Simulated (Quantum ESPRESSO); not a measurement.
Troubleshooting Quantum ESPRESSO: a failed run on BaSrMg6 (Amm2, 8 atoms in the cell). The aim is a self-consistent single point with DFT, PBEsol, plane waves, GBRV 1.5 ultrasoft (PBESOL) pseudopotentials.

Cell that was meant: a = 5.6510 Å, b = 7.3399 Å, c = 7.3399 Å, α = 60.65°, β = 90.00°, γ = 90.00°.

Part of the input:

```fortran
&system
    ibrav = 0,
    nat = 8,
    ntyp = 4,
    ecutwfc = 40,
    ecutrho = 200,
    occupations = 'smearing',
```

Output, abridged:

```
     This program is part of the open-source Quantum ESPRESSO suite
     for quantum simulation of materials; please cite

 %%%%%%%%%%%%%%%%%%%%%%%%%%%%%%%%%%%%%%%%%%%%%%%%%%%%%%%%%%%%%%%%%%%%%%%%%%%%%%
     Error in routine  card_atomic_species (5010):
     cannot read atomic specie from: CELL_PARAMETERS angstrom
 %%%%%%%%%%%%%%%%%%%%%%%%%%%%%%%%%%%%%%%%%%%%%%%%%%%%%%%%%%%%%%%%%%%%%%%%%%%%%%

     stopping ...
```

From the messages shown, name the fault and mend the input.

The fault is a species count that does not match the list of species. The number of species decides how many lines of the species card are read. To fix it, make the count match the list. The program stopped before any SCF iteration.

An input that runs soundly differs in these lines (not the only fix; some lines may just follow from the change or write a value another way):
```diff
-    ntyp = 4,
+    ntyp = 3,
```

With that input, the run converged in 12 iterations: free energy E − TS -12120.8065 eV; Fermi level (on the code's own zero) 4.93 eV; pressure -2.08 GPa; largest force (vector length) 0.083 eV/Å (DFT, PBEsol, plane waves, GBRV 1.5 ultrasoft (PBESOL) pseudopotentials).

On the sound input: the starting cell comes from a database of computed structures (which also holds hypothetical and non-ambient phases and stackings), without a prior relaxation at this level. Its lattice was rescaled by a random factor within 2.5 % of one. Without a gap this mesh is coarse (it stands for a supercell whose shortest vector is 17 Å).
